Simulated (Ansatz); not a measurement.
# Si₃N₄ (P6_3/m): band-edge transport data

Given:

```xyz
14
Lattice="7.6248 0.0000 0.0000 -3.8124 6.6033 0.0000 0.0000 0.0000 2.9104" Properties=species:S:1:pos:R:3 pbc="T T T"
Si    -1.3770     5.4546     2.1828
Si     5.1894     1.1487     0.7276
Si     2.2125     1.5348     0.7276
Si     1.5999     5.0685     2.1828
Si    -0.2229     2.6834     2.1828
Si     4.0353     3.9198     0.7276
N      0.0000     4.4022     2.1828
N      3.8124     2.2011     0.7276
N      4.8446     4.4242     2.1828
N     -1.0322     2.1791     0.7276
N     -1.4091     6.4076     0.7276
N      5.2215     0.1956     2.1828
N      1.3711     1.9835     2.1828
N      2.4413     4.6198     0.7276
```

The numbers are results of PBEsol, rigid bands (plane waves, PAW, scalar-relativistic; Ansatz, an electronic-structure program), not measurements. Cell: cell and atoms relaxed with PBEsol.

```
Item                                                                                                                                                               Value
---------------------------------------------------------------------------------------------------------------------------------------  -------------------------------
band gap                                                                                                                                                         4.19 eV
electron conductivity mass (300 K, dilute)                                                                                               1.47 (x), 1.47 (y), 0.22 (z) mₑ
hole conductivity mass (300 K, dilute)                                                                                                   0.90 (x), 0.90 (y), 1.90 (z) mₑ
effective density of states N_c (300 K)                                                                                                                      1.7e19 cm⁻³
effective density of states N_v (300 K)                                                                                                                      6.0e19 cm⁻³
density-of-states mass, electrons                                                                                                                                0.78 mₑ
density-of-states mass, holes                                                                                                                                    1.80 mₑ
Seebeck coefficient, n-type 1e19 cm⁻³, 300 K                                                                                                                   -264 μV/K
Seebeck coefficient, p-type 1e19 cm⁻³, 300 K                                                                                                                    367 μV/K
best p-type power factor at 300 K for τ = 10 fs (best axis; densities from 1e16 to 1e21 cm⁻³ tried, whether or not they can be reached)      9.8 μW/(cm·K²) at 3e20 cm⁻³
```

Rigid bands; masses and Seebeck coefficients take one relaxation time τ for all states and one kind of carrier; polarons and phonon drag are left out. Spin-orbit coupling is left out; where it splits the top of the valence band, N_v and the p-type Seebeck coefficient come out somewhat high without it.
